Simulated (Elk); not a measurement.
A self-consistent single point of NiAl (Pm-3m, 2 atoms in the cell) with Elk.

Method of the run: Elk with PBE, all-electron FP-LAPW, Elk's shipped species files, APW+lo basis with extra local orbitals.

The change in words: lattice scaled by 0.98. Reference geometry:
```
NiAl
1.0
    2.90994     0.00000     0.00000
    0.00000     2.90994     0.00000
    0.00000     0.00000     2.90994
Al Ni
1 1
Direct
  0.50000   0.50000   0.50000
  0.00000   0.00000   0.00000
```

Reference input (self-consistent single point, DFT, PBE, all-electron FP-LAPW, Elk's shipped species files, APW+lo basis with extra local orbitals): xctype = 20; rgkmax = 7.5; stype = 0; swidth = 0.00367493 Ha; ngridk = 8 8 8; tforce = true; gmaxvr = 18 1/bohr; lmaxapw = 10; lmaxo = 8; nxlo = 2; lorbcnd = true; lradstp = 2. This run's input differs from it in these lines:

```diff
@@ -49,5 +49,5 @@
 avec
-    2.9099410000    0.0000000000    0.0000000000
-    0.0000000000    2.9099410000    0.0000000000
-    0.0000000000    0.0000000000    2.9099410000
+    2.8517420000    0.0000000000    0.0000000000
+    0.0000000000    2.8517420000    0.0000000000
+    0.0000000000    0.0000000000    2.8517420000
```

Log, with long lists cut:

```
│ Self-consistent loop started │
│ Loop number : 1 │
 total energy                :     -1774.66159006
│ Loop number : 2 │
 total energy                :     -1774.15854015
RMS change in Kohn-Sham potential (target) :   0.4394594237     (  0.1000000000E-05)
Absolute change in total energy (target)   :   0.5030499160     (  0.1000000000E-03)
│ Loop number : 3 │
 total energy                :     -1774.66406300
RMS change in Kohn-Sham potential (target) :   0.4395042284     (  0.1000000000E-05)
Absolute change in total energy (target)   :   0.3797603751     (  0.1000000000E-03)
│ Loop number : 4 │
   [... lines left out ...]
Absolute change in total energy (target)   :   0.1216519976E-02 (  0.1000000000E-03)
│ Loop number : 14 │
 total energy                :     -1763.72743355
RMS change in Kohn-Sham potential (target) :   0.1739488342E-05 (  0.1000000000E-05)
Absolute change in total energy (target)   :   0.4006794679E-03 (  0.1000000000E-03)
│ Loop number : 15 │
 total energy                :     -1763.72738106
RMS change in Kohn-Sham potential (target) :   0.5168691764E-06 (  0.1000000000E-05)
Absolute change in total energy (target)   :   0.4767704718E-04 (  0.1000000000E-03)
Convergence targets achieved

│ Loop number : 16 │

Energies :
 Fermi                       :     0.347803441289
 total energy                :     -1763.72736318

Density of states at Fermi energy :    32.16385303
 (states/Hartree/unit cell)

Estimated indirect band gap :   0.6045951850E-02
 from k-point     23 to k-point     21
Estimated direct band gap   :   0.5390224227E-01
 at k-point     33

Charges :
 core                        :    16.00000000
 valence                     :    25.00000000
 interstitial                :    2.367731195
 muffin-tins (core leakage)
  species :    1 (Al)
   atom    1                 :    11.24976537     (  0.6806492220E-03)
  species :    2 (Ni)
   atom    1                 :    27.38250343     (  0.4220449295E-03)
 total in muffin-tins        :    38.63226881
   [... lines left out ...]
   total force               :     0.00000000    0.00000000    0.00000000
   total magnitude           :     0.00000000
 species :    2 (Ni)
  atom :    1
   Hellmann-Feynman          :    -0.00000000    0.00000000    0.00000000
   IBS                       :     0.00000000    0.00000000    0.00000000
   total force               :     0.00000000    0.00000000    0.00000000
   total magnitude           :     0.00000000
```

The run converged in 16 iterations. The count includes the last loop, which Elk runs after its targets are met. Against the reference run the total energy goes up by 9.0 meV/atom.

The starting cell has typed, rounded lattice constants, without a prior relaxation at this level. Its lattice was rescaled by a random factor within 2.5 % of one. For this run, on top of that: lattice scaled by 0.98. Spin polarisation is off. Values depend on the basis (sphere radii, cutoffs, local orbitals), which need not be converged. The log's line on a gap gives a spacing of levels on this mesh, which the program prints for metals too.
